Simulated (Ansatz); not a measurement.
## How the bulk modulus B0 of GaSnSiN (model structure, started from the AlSiCN type, R3m, No. 160, 4 atoms in the cell) moves with the method

No measured value is used here.

```tsv
level (code)	value (GPa)	cell (Å³/atom)
LDA (Ansatz)	89.4	18.24
PBE (Ansatz)	75.1	19.50
PBEsol (Ansatz)	84.0	18.72
r²SCAN (Ansatz)	86.9	18.86
```

LDA, PBE, PBEsol, r²SCAN: the bulk modulus is −V dP/dV from two relaxed cells at ±2 % in volume. Each level is taken at its own relaxed cell. Cutoffs differ between the levels. Ansatz's density-functional and Hartree–Fock values are scalar-relativistic unless marked +SOC, with PAW data made under PBE.

A model structure was made by putting elements into a prototype or built by hand; it is no filed structure, need not be a known phase, and can be a saddle point held by its symmetry.

Ansatz is a program for electronic structure.
